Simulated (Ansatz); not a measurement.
The reference is MoSe2 in the 2H-MoS2 type structure (space group P6_3/mmc, No. 194; a = 3.228 Å, c = 12.347 Å; layered, stacked along the Cartesian z axis).

All numbers come from PBEsol-D3(BJ), PAW, 420 eV (Ansatz, a quantum-chemistry and plane-wave program; no SOC).

One change was made to it. Results:

| quantity | base | after |
|---|---|---|
| band gap | 0.54 eV | 0.68 eV |
| shortest interatomic distance | 2.503 Å | 2.511 Å |

Q: Name the change that was made.
A. Mo → Re
B. Mo → W
C. Se → Te

A: B, Mo → W. For comparison, the band gap in the other runs: Mo → Re gives zero; Se → Te gives 0.33 eV.

Spin-orbit coupling, missing from the scalar runs, can matter with Te and W. Stability against distortions was not tested. As relaxed here, ReSe2 is a hypothetical phase, not in the database extracts checked. All final runs are without spin polarisation. ReSe2 has a high density of states at the Fermi level and may be magnetic at this level.
